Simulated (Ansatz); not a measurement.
Consider IrP3 (space group Im-3, No. 204; a = 8.009 Å; a cell from a computed database, its experimental status unchecked). Axes: x, y, z lie along the cube axes.

Computed with Ansatz (a first-principles code) PBEsol, no spin-orbit coupling.

Base values:

| Quantity | Value |
|---|---|
| Pressure | 0.0 GPa |
| Shortest interatomic distance | 2.246 Å |

Perturbation: strain tensor (xx, yy, zz, yz, xz, xy) = (−1.57, +1.54, +0.70, −0.48, +0.97, −0.95) %; the atoms relax in the strained cell.

What does the calculation give for the energy relative to the base, pressure, largest internal atomic displacement and shortest interatomic distance after the change?

The energy increases by 11 meV/atom; the pressure (mean of the normal stresses, compression positive) goes from zero to -1.1 GPa; the largest internal atomic displacement comes out as 0.024 Å; the shortest interatomic distance drops by 0.007 Å (2.246 Å → 2.239 Å).

Stability against distortions was not tested. All final runs are without spin polarisation.
